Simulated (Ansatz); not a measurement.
Cubic perovskite KNiF₃, treated with PBE0 (Ansatz, a quantum-chemistry and plane-wave program, PAW).

Settings: plane-wave cutoff 460 eV, 6×6×6 k mesh, Fermi–Dirac smearing 0.01 eV, spin-polarised with parallel moments, scalar-relativistic PAW data made under PBE.

Cell (relaxed at this level):

```cif
data_F3KNi
_chemical_formula_sum 'K1 Ni1 F3'
_space_group_name_H-M_alt 'P 1'
_space_group_IT_number 1
_cell_length_a 4.03534
_cell_length_b 4.03534
_cell_length_c 4.03534
_cell_angle_alpha 90.000
_cell_angle_beta 90.000
_cell_angle_gamma 90.000
loop_
_space_group_symop_operation_xyz
  'x, y, z'
loop_
_atom_site_label
_atom_site_type_symbol
_atom_site_fract_x
_atom_site_fract_y
_atom_site_fract_z
_atom_site_occupancy
K1 K 0.00000 0.00000 0.00000 1
Ni1 Ni 0.50000 0.50000 0.50000 1
F1 F 0.50000 0.00000 0.50000 1
F2 F 0.00000 0.50000 0.50000 1
F3 F 0.50000 0.50000 0.00000 1
```
Starting moments (μB, in the order of the record's atoms K Ni F F F): 0.0 2.0 0.0 0.0 0.0.

What does this level give for the bulk modulus B0, band gap, smallest direct gap on the k points sampled, pressure derivative B′ of the bulk modulus and direct gap at Γ?


* **bulk modulus B0**: 82.0 GPa
* **band gap**: 6.05 eV (on the SCF k mesh) (indirect)
* **smallest direct gap on the k points sampled**: 6.30 eV
* **pressure derivative B′ of the bulk modulus**: 4.7
* **direct gap at Γ**: 7.33 eV

Note: the magnetic order was assumed, not searched for or taken from measurement.

The computed numbers hold no vibrational or temperature effects.

It cost very roughly 40 core-minutes of CPU time.
